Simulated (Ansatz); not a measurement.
GaP, element substitutions

Consider GaP in the zinc blende structure (space group F-43m, No. 216; a = 5.452 Å).

Each row replaces one element on all its sites; cell and atoms are relaxed.

Computed with r2SCAN, PAW, 500 eV (Ansatz, a program for electronic structure; without spin-orbit coupling), earlier PAW set.

Before the change:

The band gap is 1.85 eV.

The aim is a band gap between 1.37 eV and 1.45 eV. Which of these changes reaches it?
(A) Ga → B
(B) P → As
(C) P → C

A, Ga → B. It gives 1.41 eV; P → As gives 0.97 eV; P → C gives zero. Changes not listed may reach it too

No phonon test of stability was made. As relaxed here, GaC is a hypothetical phase, not in the database extracts checked. All final runs are without spin polarisation. An odd electron count without spin: GaC.
